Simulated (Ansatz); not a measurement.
Partial pair distribution functions of a relaxed model of amorphous In9Ga9Zn9O37Ag2, broadened by 0.06 Å; density 6.03 g/cm³. Computed with PBE, scalar-relativistic without spin-orbit coupling (plane waves to 420 eV, PAW; Ansatz, an electronic-structure program).

The cell was made by melting and quenching with the CHGNet potential and then relaxed with DFT. O atoms were pushed apart under 1.9 Å during the dynamics, to hinder bonds among them. The hot cell started wider than the set density and was brought back towards it in steps. It is the lowest in DFT energy of 2 quenches. It is a model cell: composition and starting density were chosen by hand, and all elements were melted together. No dispersion term was used. Its density started from a set value of 6.03 and ended at 6.03 g/cm³. The simulated quench (nominally 210 K/ps over its main leg) is rapid and tends to freeze in more defects than a deposited or slowly cooled glass has. One small periodic cell is one sample of the glass; other quenches scatter about these values. The volume was held where the preparation left it and the shape relaxed, at a PBE pressure of 3.4 GPa. Stress components on the final sampling reach 3.5 GPa. On a 2×2×2 Γ-centred mesh force components of up to 0.17 eV/Å stay, since the relaxation ran on the zone centre alone.

```json
[
 {"r (Å)": "1.60", "g In-O": "0.00", "g Ga-O": "0.00", "g In-In": "0.00", "g Ga-Ga": "0.00"},
 {"r (Å)": "1.70", "g In-O": "0.00", "g Ga-O": "0.53", "g In-In": "0.00", "g Ga-Ga": "0.00"},
 {"r (Å)": "1.80", "g In-O": "0.00", "g Ga-O": "6.68", "g In-In": "0.00", "g Ga-Ga": "0.00"},
 {"r (Å)": "1.90", "g In-O": "0.04", "g Ga-O": "9.58", "g In-In": "0.00", "g Ga-Ga": "0.00"},
 {"r (Å)": "2.00", "g In-O": "1.45", "g Ga-O": "3.17", "g In-In": "0.00", "g Ga-Ga": "0.00"},
 {"r (Å)": "2.10", "g In-O": "6.86", "g Ga-O": "1.03", "g In-In": "0.00", "g Ga-Ga": "0.00"},
 {"r (Å)": "2.20", "g In-O": "7.73", "g Ga-O": "0.67", "g In-In": "0.00", "g Ga-Ga": "0.00"},
 {"r (Å)": "2.30", "g In-O": "3.86", "g Ga-O": "0.10", "g In-In": "0.00", "g Ga-Ga": "0.00"},
 {"r (Å)": "2.40", "g In-O": "0.61", "g Ga-O": "0.23", "g In-In": "0.00", "g Ga-Ga": "0.00"},
 {"r (Å)": "2.50", "g In-O": "0.18", "g Ga-O": "0.07", "g In-In": "0.00", "g Ga-Ga": "0.00"},
 {"r (Å)": "2.60", "g In-O": "0.16", "g Ga-O": "0.00", "g In-In": "0.00", "g Ga-Ga": "0.00"},
 {"r (Å)": "2.70", "g In-O": "0.12", "g Ga-O": "0.04", "g In-In": "0.00", "g Ga-Ga": "0.00"},
 {"r (Å)": "2.80", "g In-O": "0.01", "g Ga-O": "0.24", "g In-In": "0.00", "g Ga-Ga": "0.14"},
 {"r (Å)": "2.90", "g In-O": "0.05", "g Ga-O": "0.50", "g In-In": "0.00", "g Ga-Ga": "1.49"},
 {"r (Å)": "3.00", "g In-O": "0.16", "g Ga-O": "0.35", "g In-In": "0.00", "g Ga-Ga": "2.51"},
 {"r (Å)": "3.10", "g In-O": "0.15", "g Ga-O": "0.67", "g In-In": "0.24", "g Ga-Ga": "2.46"},
 {"r (Å)": "3.20", "g In-O": "0.22", "g Ga-O": "0.80", "g In-In": "2.35", "g Ga-Ga": "3.12"},
 {"r (Å)": "3.30", "g In-O": "0.27", "g Ga-O": "0.48", "g In-In": "3.36", "g Ga-Ga": "0.67"},
 {"r (Å)": "3.40", "g In-O": "0.54", "g Ga-O": "0.50", "g In-In": "2.51", "g Ga-Ga": "0.02"},
 {"r (Å)": "3.50", "g In-O": "0.57", "g Ga-O": "0.63", "g In-In": "0.57", "g Ga-Ga": "0.26"},
 {"r (Å)": "3.60", "g In-O": "0.82", "g Ga-O": "0.81", "g In-In": "0.07", "g Ga-Ga": "0.85"},
 {"r (Å)": "3.70", "g In-O": "0.86", "g Ga-O": "0.98", "g In-In": "0.93", "g Ga-Ga": "0.22"},
 {"r (Å)": "3.80", "g In-O": "1.10", "g Ga-O": "0.82", "g In-In": "2.01", "g Ga-Ga": "0.62"},
 {"r (Å)": "3.90", "g In-O": "0.95", "g Ga-O": "1.05", "g In-In": "0.59", "g Ga-Ga": "0.43"},
 {"r (Å)": "4.00", "g In-O": "1.20", "g Ga-O": "1.11", "g In-In": "0.97", "g Ga-Ga": "0.03"},
 {"r (Å)": "4.10", "g In-O": "1.39", "g Ga-O": "1.50", "g In-In": "0.94", "g Ga-Ga": "0.28"},
 {"r (Å)": "4.20", "g In-O": "1.45", "g Ga-O": "1.56", "g In-In": "0.66", "g Ga-Ga": "0.59"},
 {"r (Å)": "4.30", "g In-O": "1.14", "g Ga-O": "1.20", "g In-In": "0.44", "g Ga-Ga": "0.50"},
 {"r (Å)": "4.40", "g In-O": "1.11", "g Ga-O": "1.39", "g In-In": "0.57", "g Ga-Ga": "1.43"},
 {"r (Å)": "4.50", "g In-O": "1.05", "g Ga-O": "1.81", "g In-In": "0.12", "g Ga-Ga": "0.84"}
]
```

Within 2.76 Å each In has 5.56 O neighbours on average.
